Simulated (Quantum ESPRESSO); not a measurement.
Equation of state of zinc-blende BeTe (space group 216): energy against volume (Quantum ESPRESSO, PBE)

```xyz
2
Lattice="0.0000 2.7649 2.7649 2.7649 0.0000 2.7649 2.7649 2.7649 0.0000" Properties=species:S:1:pos:R:3 pbc="T T T"
Be     0.0000     0.0000     0.0000
Te     4.1474     4.1474     4.1474
```

Method of the run: PBE, GBRV 1.5 ultrasoft (PBE) pseudopotentials (plane waves; Quantum ESPRESSO). Settings: ecutwfc = 52 Ry; ecutrho = 260 Ry; occupations = smearing; smearing = fd; degauss = 0.000734986 Ry; potentials = {Be: be_pbe_v1.4.uspp.F.UPF, Te: te_pbe_v1.uspp.F.UPF}; K_POINTS = automatic 10 10 10 0 0 0; conv_thr = 1e-10 Ry; mixing_beta = 0.5. The cell above is the first row's. The rows scale it uniformly. In all rows fractional positions and the k mesh are held. E is the free energy at the stated smearing, counted from the lowest row.

| V (Å^3/atom) | E (meV/atom) |
|---|---|
| 21.138 | ? |
| 21.597 | 11.37 |
| 22.057 | 3.85 |
| 22.516 | 0.18 |
| 22.976 | 0.00 |
| 23.435 | 2.97 |
| 23.895 | 8.78 |
| 24.354 | 17.16 |
| 24.814 | 27.85 |

Question: Using the third-order Birch-Murnaghan form, a cubic in V^(-2/3), estimate the missing E at V = 21.138 from the other rows, showing the fit.

Answer: With u = V^(-2/3) - 0.123, the rows have u = 0.005945, 0.004146, 0.002412, 0.000732, -0.000888, -0.002461, -0.003980, -0.005456. Least squares gives E = 0.963 - 1737.8·u + 585826·u² + 175892·u³. Residuals (row less fit): -0.004, 0.009, -0.002, -0.005, 0.002, -0.005, 0.012, -0.005; standard error 0.009 (degrees of freedom: 4). Its minimum lies at u = 0.001482, so V0 = (0.124482)^(-3/2) = 22.77. There d²E/du² = 1173000 and d³E/du³ = 1055000, so B0 = (4/9) × 22.77^(-7/3) × 1173000 × 0.160218 = 56.9 GPa (the last factor turns the table's units into GPa), and B0' = 4 + (2/3) × 0.124482 × (1055000)/1173000 = 4.1. The program's pressures in the fitted runs (not shown) pass through zero at V = 22.77, 0.00 % from this V0. At the withheld row, u = 0.007805, so E = 0.963 - 1737.8 × 0.007805 + 585826 × 0.007805² + 175892 × 0.007805³ = 23.170 meV/atom. The calculation gives 23.17 meV/atom, which the fit meets to the printed digits. The row lies outside the fitted rows, so this is an extrapolation. From the scatter of the fitted rows alone, a prediction at this place has a standard error of 0.027 meV/atom, so the miss is 0.0 times that.

Carrying the step between the two nearest rows on in a straight line would have given 18.87, off by 4.30; series whose last step already gives the withheld value aren't shown. The scan was laid around a cell of about the measured size, scaled by a guess for this functional. The runs keep the symmetry of the cell, so they don't test it for distortions. Spin-orbit coupling is off. Cutoffs and mesh are single choices, not tested for convergence of this quantity. Series with a scatter that would blur these digits, or in which a gap closes, are not shown. Nor are scans whose minimum lies at an end fitted in this form.
